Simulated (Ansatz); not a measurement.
Ir (Fm-3m), PBEsol, DFPT electron-phonon coupling, linearised Boltzmann equation (Ansatz, a program for electronic structure): Condition of this run: hydrostatic pressure 15 GPa (the target of the relaxation). phonon-limited resistivity 3.68 μΩ·cm at 300 K, 5.02 μΩ·cm at 400 K, current-weighted mean free path 10.6 nm, Drude plasma energy 11.09 eV.

Problem. What temperature coefficient of resistance follows, and how does it compare with 1/T?

Solution. (ρ₄₀₀ − ρ₃₀₀)/(100 K × ρ₃₀₀) = 3.64×10⁻³ K⁻¹, against 1/T = 3.33×10⁻³ K⁻¹ for a resistivity proportional to T. It lies higher because phonons are still being populated at 300 K; impurities would add a constant and lower it.

Problem. Estimate the resistivity of a 80 nm square wire with diffuse walls from ρ ≈ ρ₀(1 + 3ℓ/4d).

Solution. 1 + 0.75 × 10.6/80 = 1.10, so ρ ≈ 4.05 μΩ·cm and a line 1 μm long has 6.32 Ω. The formula is the free-electron limit for d well above ℓ; grain boundaries add to it.

Problem. What Drude relaxation time do resistivity and plasma energy imply?

Solution. ω_p = 1.68e16 s⁻¹, so τ = 1/(ε₀ ω_p² ρ) = 10.8 fs, a damping ħ/τ of 60.9 meV.

A metal at this level (no band gap). Only scattering by harmonic phonons is included (no impurities, grain boundaries, electron-electron scattering or thermal expansion). Spin-orbit coupling is left out, which matters with elements this heavy. Halving the electron mesh (36x36x36) moves the resistivity by up to 1 % at 300 K, the mean free path by up to 5 %. Smearing 0.20 eV; phonons on a 6x6x6 q mesh, which this run doesn't test.
